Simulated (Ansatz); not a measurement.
**A computed series for Au: response to strain**

Start from Au in the fcc (Cu type) structure (space group Fm-3m, No. 225; a = 4.0830 Å; relaxed with 0.1 eV smearing). Axes: x, y, z lie along the cube axes.

Strains are applied to the cell and any free atomic positions relax; under biaxial strain the out-of-plane vector relaxes too.

Calculations: DFT with PBEsol, PAW potentials and a 420 eV plane-wave cutoff in Ansatz (a quantum-chemistry and plane-wave program), no spin-orbit coupling.

```tsv
biaxial strain, plane normal [001], relaxed out of plane (%)	out-of-plane strain (%)
0	0.00
0.5	-0.84
1	-1.69
1.5	-2.56
2	?
2.5	-4.34
3	-5.21
```

### Question
Fit ε⊥ = −νε + γε² (strains in %) to the rows shown and predict the withheld row.

### Answer
Least squares on the printed values gives ν = 1.68 (the biaxial Poisson response) and γ = -0.022 (largest residual 0.02 %); this predicts -3.44 %, and the run gives -3.45 %, in agreement.

Stability against distortions was not tested.
